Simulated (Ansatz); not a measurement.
Where the default PAW files enter, the runs use the earlier of Ansatz's two default sets.

```yaml
crystal:
  lattice:
    - [5.15399, 0.00000, 0.00000]
    - [0.00000, 5.22811, 0.00000]
    - [0.87387, 0.00000, 5.25757]
  atoms:
    - { symbol: Zr, position: [0.27631, 0.04215, 0.79040] }
    - { symbol: Zr, position: [0.72369, 0.95785, 0.20960] }
    - { symbol: Zr, position: [0.72369, 0.54215, 0.70960] }
    - { symbol: Zr, position: [0.27631, 0.45785, 0.29040] }
    - { symbol: O, position: [0.93079, 0.83371, 0.84383] }
    - { symbol: O, position: [0.06921, 0.16629, 0.15617] }
    - { symbol: O, position: [0.06921, 0.33371, 0.65617] }
    - { symbol: O, position: [0.93079, 0.66629, 0.34383] }
    - { symbol: O, position: [0.44930, 0.74258, 0.02140] }
    - { symbol: O, position: [0.55070, 0.25742, 0.97860] }
    - { symbol: O, position: [0.55070, 0.24258, 0.47860] }
    - { symbol: O, position: [0.44930, 0.75742, 0.52140] }
```

Space group of this cell: P2_1/c. The cell is taken as given.

Computed with r2SCAN (plane waves, PAW; Ansatz, a program for electronic structure).

The current runs along the normal of the first two printed vectors; no spin-orbit coupling. Scaled by the factor s: both lengths across the current (ions clamped). Meshes 6×6×6 and 6×6 across the current in all rows.

```
s     mean pressure (GPa)  band gap (eV)
----  -------------------  -------------
0.98                 10.7           4.34
1.00                 -0.2           4.14
1.02                 -9.1              ?
```

Take the slope of the band gap against ln s from the two given rows, extrapolate to s = 1.02, and say what the run there gives.

Slope = (4.34 − 4.14) / ln 0.98 = -9.90 eV. The line gives 4.14 + (-9.90) × ln 1.02 = 3.94 eV. The run gives 3.94 eV, as the line does.
